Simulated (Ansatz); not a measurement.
TiB2: energy against volume

TiB2 (AlB2 type, P6/mmm, 8.557 Å³/atom and stress up to 0.01 GPa in the relaxed cell, c along z) under hydrostatic pressure, with the cell free. PBE in Ansatz, a plane-wave DFT program (PAW, default set), 420 eV, 18×18×14 Γ-centred mesh, Fermi-Dirac smearing 0.05 eV; ions are relaxed, or left where forces stay under 0.02 eV/Å, within the symmetry of each cell.

Here V stands for volume and E for E less E0.

```csv
volume (Å³/atom),E less E0 (meV/atom),pressure (GPa)
8.6263,0.44,-2.00
8.5911,0.11,-1.00
8.5567,0.00,0.00
8.5263,0.08,0.90
8.4865,0.46,2.10
8.4096,2.03,4.49
8.2735,7.72,9.00
8.1075,20.10,15.00
7.7514,?,?
```

Problem. Fit E against V with the third-order Birch-Murnaghan form, a cubic in V^(-2/3), and predict the withheld value at V = 7.7514.

Solution. With u = V^(-2/3) - 0.241, the rows have u = -0.003252, -0.002603, -0.001964, -0.001397, -0.000648, 0.000815, 0.003460, 0.006785. Least squares gives E = 1.013 + 1030.29·u + 262559·u² + 28544·u³. Residuals (row less fit): 0.002, 0.000, -0.002, -0.006, 0.004, 0.003, -0.002, 0.000; standard error 0.004 (degrees of freedom: 4). Its minimum lies at u = -0.001963, so V0 = (0.239037)^(-3/2) = 8.557. There d²E/du² = 524800 and d³E/du³ = 171300, so B0 = (4/9) × 8.557^(-7/3) × 524800 × 0.160218 = 250 GPa (the last factor turns the table's units into GPa), and B0' = 4 + (2/3) × 0.239037 × (171300)/524800 = 4.1. B0' rests on the cubic coefficient alone and has a standard error of 0.1 from these residuals. At the withheld row, u = 0.014317, so E = 1.013 + 1030.29 × 0.014317 + 262559 × 0.014317² + 28544 × 0.014317³ = 69.666 meV/atom. The calculation gives 69.52 meV/atom, 0.146 meV/atom below the prediction (0.2 % of the range of E in the table). The row lies outside the fitted rows, so this is an extrapolation. The scatter of the fitted rows lies at the last printed digit.

In a metal these values are sensitive to mesh and smearing; energies are taken to zero smearing, stresses follow the free energy. The runs aren't spin-polarised. Other structures, which can take over under pressure, weren't tried. The same form fitted to the pressure column gives B0' = 3.9; series where the two differ by over 0.4 aren't shown. Rows are the converged runs of the series near zero and its far end, less any whose ions stayed unrelaxed beside relaxed ones; series whose fitted rows scatter by over a few per cent of the range, as at a crossing or softening among them, aren't shown in this form.
